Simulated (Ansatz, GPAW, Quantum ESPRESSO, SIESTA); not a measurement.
Mg2Zn (P1, 6 atoms in the cell) computed with different codes at matched settings

Self-consistent single point, at a second geometry (atoms moved at random). First geometry:

```xyz
6
Lattice="1.5978 -7.4082 0.0000 1.5978 7.4082 0.0000 0.0000 0.0000 4.8001" Properties=species:S:1:pos:R:3 pbc="T T T"
Mg     1.5978     0.8832     1.2000
Mg     1.5978    -0.8832     3.6001
Mg     1.5978    -3.9367     1.2000
Mg     1.5978     3.9367     3.6001
Zn     1.5978     5.8042     1.2000
Zn     1.5978    -5.8042     3.6001
```

Second geometry:
```
CELL_PARAMETERS angstrom
      1.59778    -7.40825     0.00000
      1.59778     7.40825     0.00000
      0.00000     0.00000     4.80010
ATOMIC_POSITIONS crystal
  Mg 0.45388 0.57096 0.24066
  Mg 0.56158 0.43623 0.73866
  Mg 0.78078 0.25228 0.25447
  Mg 0.22807 0.75856 0.75871
  Zn 0.08928 0.87352 0.26119
  Zn 0.88641 0.10846 0.74631
```

Shared settings, as Ansatz (a program for electronic structure) writes them: kpoints.mp_grid.grid = 5 5 4; scf.occupations.method = gaussian; scf.occupations.width = 0.0037 Ry. Potentials and cutoffs stand in the table.

```
code                                                                                                                                      model  ΔF from the first geometry (meV/atom)  pressure (GPa)  largest force (eV/Å)       cutoff
----------------  -----------------------------------------------------------------------------------------------------------------------------  -------------------------------------  --------------  --------------------  -----------
Quantum ESPRESSO                                                                           PBEsol, SSSP 1.1.2 efficiency (PBE) pseudopotentials                                    6.0           -0.16                 0.279        50 Ry
SIESTA            GGA PBEsol, numerical atomic orbitals DZP, PseudoDojo PBEsol standard norm-conserving potentials (rewritten from UPF to PSML)                                    9.4           -0.57                 0.430  grid 350 Ry
GPAW                                                                                      PBEsol, GPAW PAW datasets PBEsol (made by gpaw-setup)                                    6.0            0.15                 0.278       800 eV
Ansatz                                                                                                          PBEsol, PAW files made with PBE                                    5.9            0.10                 0.277      default
```

Size of the force on each atom (eV/Å): Sizes of forces hide their directions.

```csv
code,Mg1,Mg2,Mg3,Mg4,Zn5,Zn6
Quantum ESPRESSO,0.077,0.279,0.269,0.170,0.258,0.223
SIESTA,0.212,0.371,0.381,0.229,0.430,0.400
GPAW,0.078,0.278,0.270,0.168,0.260,0.229
Ansatz,0.077,0.277,0.268,0.167,0.258,0.224
```

The spread over the programs that give each value: ΔF from the first geometry within 3.5 meV/atom; pressure within 0.72 GPa; largest force within 0.153 eV/Å.

SIESTA uses small atom-centred bases, whose incompleteness enters pressures, forces and empty levels differently from a plane-wave cutoff. Ansatz's pressure is given at a fixed set of plane waves, as the other plane-wave codes print theirs. In the force vectors, SIESTA (by 0.176) lies more than 0.08 eV/Å from the median of the plane-wave programs.

The shared mesh is coarse (it stands for a supercell whose shortest vector is 16 Å), so the values are not converged in it.

The starting cell comes from a database of computed structures (which also holds hypothetical and non-ambient phases and stackings), without a prior relaxation at this level. For this run, on top of that: atoms moved at random.

Left out of this page: CP2K (unsound by tests on forces, stress, charge or solver warnings).

Keys are those of Ansatz 0.2.
